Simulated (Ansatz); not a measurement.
```
CELL_PARAMETERS angstrom
     13.50000     0.00000     0.00000
      0.00000    11.00000     0.00000
      0.00000     0.00000     2.84459
ATOMIC_POSITIONS crystal
  Zr 0.41384 0.50000 0.00000
  Zr 0.58616 0.50000 0.50000
```

Level of theory: PBE (plane waves to 420 eV, PAW; Ansatz, an electronic-structure program). Mesh 1×1×108. Collinear spin, started with parallel moments, and moments remain. It repeats along c; a and b span vacuum. A model structure. Only distortions within the start's symmetry and period were free. Pairing along the axis, which can open a gap, is among the distortions not tried. Fermi–Dirac width 0.02 eV.

Say what this body is, and give its properties.

Free triangular strip chain of Zr atoms. A hypothetical model.
| Quantity | Value |
|---|---|
| net spin moment | 0.33 μB a period |
| PBE gap | none (under 0.01 eV) |
